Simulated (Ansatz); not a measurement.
We consider NiAs-type NiSb, described by PBEsol-D3(BJ) (Ansatz, an electronic-structure program, PAW).

Run with plane-wave cutoff 520 eV, 18×18×12 k mesh (along the axes of the cell as run), Fermi–Dirac smearing 0.05 eV, no spin polarisation, scalar-relativistic PAW data made under PBE.

Energies at three volumes about the minimum:

```json
[
 {"V (Å³/atom)": "15.922", "E − E_lowest (meV/atom)": "2.98"},
 {"V (Å³/atom)": "16.247", "E − E_lowest (meV/atom)": "0.00"},
 {"V (Å³/atom)": "16.572", "E − E_lowest (meV/atom)": "2.76"}
]
```

Problem. Fit a parabola by hand: where is the minimum, and what is the bulk modulus?

Solution. Slopes: (0.00 − 2.98)/(16.247 − 15.922) = -9.169 and (2.76 − 0.00)/(16.572 − 16.247) = 8.492 meV/Å³. Curvature E″ = 2 × (8.492 − (-9.169))/(16.572 − 15.922) = 54.342 meV/Å⁶. From the middle of the first interval, the slope vanishes at V0 = 16.0845 − (-9.169)/54.342 = 16.253 Å³/atom. B = V0 E″ = 16.253 × 54.342 meV/Å³ × 0.1602 GPa per meV/Å³ = 142 GPa. The full Birch–Murnaghan fit to all volumes gives V0 = 16.247 Å³/atom and B0 = 141 GPa.

Shape and atoms are relaxed at each volume.

Note: the bulk modulus comes from volumes at which shape and atoms were relaxed.
